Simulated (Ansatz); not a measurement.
Start from KI in the rock salt structure (space group Fm-3m, No. 225; a = 7.006 Å). Axes: x, y, z lie along the cube axes.

The values are results of PBEsol (Ansatz, an electronic-structure program, PAW, scalar-relativistic without spin-orbit coupling), not measurements.

For the base:

| Quantity | Value |
|---|---|
| Pressure | 0.01 GPa |
| Volume per atom | 42.98 Å³ |

Now apply this change: tensile biaxial strain of 3.00 % in the plane normal to [001], as in epitaxy on a mismatched substrate; the out-of-plane cell vector and the atoms relax.

Question: Estimate the effect on the pressure, volume per atom and energy relative to the base.

Answer: The pressure (mean of the normal stresses, compression positive) falls by 0.514 GPa (0.01 GPa → -0.51 GPa); the volume per atom increases by 2.30 Å³, from 42.98 Å³ to 45.28 Å³; the energy grows by 6.7 meV/atom.

Whether these cells are dynamically stable was not tested.
